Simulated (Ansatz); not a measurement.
Consider SnSe in the rock salt structure (space group Fm-3m, No. 225; a = 6.019 Å). Axes: x, y, z lie along the cube axes.

Level of theory: r2SCAN (Ansatz, an electronic-structure program, PAW, no SOC), earlier PAW set.

For the base:

| Item | Result |
|---|---|
| Pressure | 0.00 GPa |

The change: strain tensor (xx, yy, zz, yz, xz, xy) = (−1.66, +0.45, −0.75, +0.98, −0.97, −1.20) %, atoms relaxed at fixed cell.

What happens to the energy relative to the base and pressure?

The energy grows by 6.6 meV/atom; the pressure (mean of the normal stresses, compression positive) goes from zero to 1.15 GPa.

Stability against distortions was not tested.
